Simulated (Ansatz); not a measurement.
# A computed series for Ag: response to strain

Consider Ag in the fcc (Cu type) structure (space group Fm-3m, No. 225; a = 4.105 Å; relaxed with 0.1 eV smearing).

Strains are applied to the cell and any free atomic positions relax.

Level of theory: r2SCAN (Ansatz, a quantum-chemistry and plane-wave program; PAW; 500 eV plane waves; without spin-orbit coupling), earlier PAW set.

Notes on the quantities. energy relative to the base: free energy F.

| isotropic strain (%) | energy relative to the base (meV/atom) |
|---|---|
| -0.58 | 1.7 |
| 0 | 0.0 |
| 0.23 | 0.3 |
| 2.32 | ? |
| 2.64 | 30.8 |

Q: Fit ΔE = Aε² + Bε³ (ε in %) to the rows shown and predict the withheld row.

A: Least squares on the printed values gives A = 4.95 and B = -0.20 meV/atom (largest residual 0.0 meV/atom); this predicts 24.1 meV/atom, and the run gives 24.1 meV/atom, in agreement.

Stability against distortions was not tested.
